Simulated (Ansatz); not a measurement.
**CdS under a change: uniaxial strain ε_zz = +3.00 %**

Base system: CdS in the zinc blende structure (space group F-43m, No. 216; a = 5.757 Å). Axes: x, y, z lie along the cube axes.

It is then changed as follows: the cell is stretched by 3.00 % along z with no lateral relaxation; the atoms relax in the strained cell.

Computed with LDA (Ansatz, a quantum-chemistry and plane-wave program, PAW, no SOC). Γ-centred 10×10×10 mesh, Fermi–Dirac width 0.05 eV.

| quantity | base | changed | shift |
|---|---|---|---|
| volume per atom | 23.85 Å³ | 24.56 Å³ | +0.715 Å³ |
| space group | F-43m (No. 216) | I-4m2 (No. 119) | – |
| shortest interatomic distance | 2.493 Å | 2.518 Å | +0.025 Å |
| energy relative to the base (free energy F) | 0 meV/atom | +5.4 meV/atom | +5.4 meV/atom |
| pressure (mean of the normal stresses, compression positive) | 0.0 kbar | -19.1 kbar | -19.05 kbar |
| band gap | 0.95 eV | 0.85 eV | -0.10 eV |
| gap character | direct at Γ | direct at Γ | – |
| electron mass | 0.10 mₑ (at Γ) | 0.10 mₑ along z, 0.098 mₑ across (at Γ) | – |
| valence-band top at Γ (three highest levels, from the VBM) | 0.00, 0.00, 0.00 eV | 0.00, 0.00, -0.10 eV | – |
| stress (xx, yy, zz, yz, xz, xy; compression positive) | – | (-1.67, -1.67, -2.38, 0.00, 0.00, 0.00) GPa | – |

Final structure:

```
CdS
1.0
    0.00000     2.87831     2.96466
    2.87831     0.00000     2.96466
    2.87831     2.87831     0.00000
Cd S
1 1
Cartesian
  0.00000   0.00000   0.00000
  1.43915   1.43915   1.48233
```

Cost of the whole job for the changed cell (relaxation, final SCF and bands): about 27 core-seconds (a rough figure).

Effective masses come from finite differences of ±0.01 Å⁻¹. Stability against distortions was not tested. k-point labels follow each cell's own Brillouin zone.
